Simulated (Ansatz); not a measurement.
The reference is SnTe in the rock salt structure (space group Fm-3m, No. 225; a = 6.370 Å). Axes: x, y, z lie along the cube axes.

Calculations: r2SCAN, PAW, 500 eV (Ansatz, a quantum-chemistry and plane-wave program; scalar-relativistic without spin-orbit coupling).

One thing is altered: uniaxial strain ε_zz = +1.50 %, all other strain components held at zero, atoms relaxed at fixed cell.

Question: Estimate the effect on the energy relative to the base and stress.

Answer: The energy rises by 2.7 meV/atom; the stress (xx, yy, zz, yz, xz, xy; compression positive) is (-0.05, -0.05, -1.72, 0.00, 0.00, 0.00) GPa.

Stability against distortions was not tested.
